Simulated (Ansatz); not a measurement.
Start from BP in the zinc blende structure (space group F-43m, No. 216; a = 4.537 Å).

One thing is altered: a hydrostatic pressure of 4.2 GPa.

Levels (all Ansatz, a quantum-chemistry and plane-wave program, PAW): r2SCAN (500 eV, no spin-orbit coupling); HSE06+SOC (420 eV, noncollinear with spin-orbit coupling).

The geometry is relaxed with r2SCAN.

| Quantity | Value |
|---|---|
| r2SCAN lowest conduction level above the VBM at special points | X 1.45 eV; K 2.35 eV; U 2.35 eV; Γ 3.64 eV |
| r2SCAN valence-band top at Γ | 0.00, 0.00, 0.00 eV |

Task: What does HSE06+SOC give at this geometry for the lowest conduction level above the VBM at special points and valence-band top at Γ?

Result: The lowest conduction level above the VBM at special points goes from X 1.45 eV; K 2.35 eV; U 2.35 eV; Γ 3.64 eV to X 2.00 eV; K 2.89 eV; U 2.89 eV; Γ 4.33 eV; the valence-band top at Γ (three highest Kramers pairs, from the VBM) changes from 0.00, 0.00, 0.00 eV to 0.00, 0.00, -0.05 eV. The threefold valence maximum splits by Δso ≈ 45 meV.

Single points use the geometry relaxed with r2SCAN. Their cutoffs differ, which shifts pressures a little. The hybrid gap comes from the SCF mesh plus the semilocal run's edge points and a few special points and is an upper bound. Differences between runs with and without spin-orbit coupling are approximate. The levels and masses belong to the bands next to the band gap. Load acts through the strain it causes; cell and atoms are relaxed under it. No phonon test of stability was made.
